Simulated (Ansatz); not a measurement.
(Si)15/(AlP)1 zinc blende (110) superlattice on Si, space group Pmm2.

The geometry comes from a PBE relaxation.

```
AlPSi30
1.0
    3.86904     0.00000     0.00000
    0.00000     5.46735     0.00000
    0.00000     0.00000    30.98810
Si Al P
30 1 1
Direct
  0.00000   0.00778   0.00023
  0.50000   0.25565   0.00083
  0.50000   0.49615   0.06369
  0.00000   0.74538   0.06167
  0.00000   0.99743   0.12436
  0.50000   0.24720   0.12578
  0.50000   0.49721   0.18793
  0.00000   0.74709   0.18705
  0.00000   0.99725   0.24963
  0.50000   0.24718   0.25018
  0.50000   0.49727   0.31248
  0.00000   0.74720   0.31217
  0.00000   0.99725   0.37467
  0.50000   0.24719   0.37481
  0.50000   0.49728   0.43716
  0.00000   0.74721   0.43716
  0.00000   0.99725   0.49965
  0.50000   0.24719   0.49951
  0.50000   0.49727   0.56184
  0.00000   0.74720   0.56215
  0.00000   0.99725   0.62469
  0.50000   0.24718   0.62414
  0.50000   0.49721   0.68639
  0.00000   0.74709   0.68727
  0.00000   0.99743   0.74996
  0.50000   0.24720   0.74854
  0.50000   0.49615   0.81063
  0.00000   0.74538   0.81265
  0.00000   0.00778   0.87409
  0.50000   0.25565   0.87349
  0.50000   0.52098   0.93716
  0.00000   0.78006   0.93716
```

All values below come from HSE06 (plane waves to 420 eV, PAW; Ansatz, a quantum-chemistry and plane-wave program). Spin–orbit coupling is left out. Its k-point mesh 4×3×1, Fermi–Dirac width 0.01 eV. HSE06 ran on meshes of its own (4×3×1); its edges and gaps are taken over the mesh and over extra points off it, mostly where PBE has its edges.

Q: List the levels next to the gap at (0.000, 0.200, 0.000) of this cell's own (folded) zone, from the top of the valence band (the table ends after a fixed count of bands, which can cut a degenerate set).

A: 
| band | E − E_v (eV) |
|---|---|
| v4 | -0.602 |
| v3 | -0.553 |
| v2 | -0.370 |
| v1 | -0.337 |
| c1 | 1.188 |
| c2 | 1.612 |
| c3 | 1.635 |
| c4 | 1.957 |
